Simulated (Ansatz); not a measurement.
# How the bulk modulus B0 of Ta2C (model structure, started from the Cu2Sb type, P4/nmm, No. 129, 6 atoms in the cell) moves with the method

No measured value is used here.

```json
[
 {"level (code)": "LDA (Ansatz)", "value (GPa)": "283", "cell (Å³/atom)": "12.83"},
 {"level (code)": "PBEsol (Ansatz)", "value (GPa)": "269", "cell (Å³/atom)": "13.10"},
 {"level (code)": "r²SCAN (Ansatz)", "value (GPa)": "263", "cell (Å³/atom)": "13.31"}
]
```

Density-functional levels without +SOC have no spin–orbit coupling. LDA, PBEsol, r²SCAN: the bulk modulus is −V dP/dV from two relaxed cells at ±2 % in volume. Each level is taken at its own relaxed cell. Cutoffs differ between the levels. Ansatz's density-functional and Hartree–Fock values are scalar-relativistic unless marked +SOC, with PAW data made under PBE.

A model structure was made by putting elements into a prototype or built by hand; it is no filed structure, need not be a known phase, and can be a saddle point held by its symmetry.

Ansatz is an electronic-structure program.
